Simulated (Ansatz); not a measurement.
Base system: BAs in the zinc blende structure (space group F-43m, No. 216; a = 4.784 Å).

The change: N takes the place of As on all its sites, then cell and atoms are relaxed.

Levels (all Ansatz, a program for electronic structure, PAW): r2SCAN (500 eV, spin-orbit coupling left out); HSE06+SOC (420 eV, spin-orbit coupling included).

The geometry is relaxed with r2SCAN.

- r2SCAN valence-band top at Γ = 0.00, 0.00, 0.00 eV
- r2SCAN band gap = 5.00 eV

Question: What does HSE06+SOC give at this geometry for the valence-band top at Γ and band gap?

Answer: The valence-band top at Γ (three highest Kramers pairs, from the VBM) becomes 0.00, 0.00, -0.02 eV (r2SCAN: 0.00, 0.00, 0.00 eV); the band gap goes up by 0.783 eV to 5.79 eV. The threefold valence maximum splits by Δso ≈ 23 meV.

Single points use the geometry relaxed with r2SCAN. The hybrid gap comes from the SCF mesh plus the semilocal run's edge points and a few special points and is an upper bound. Differences between runs with and without spin-orbit coupling are approximate. Stability against distortions was not tested.
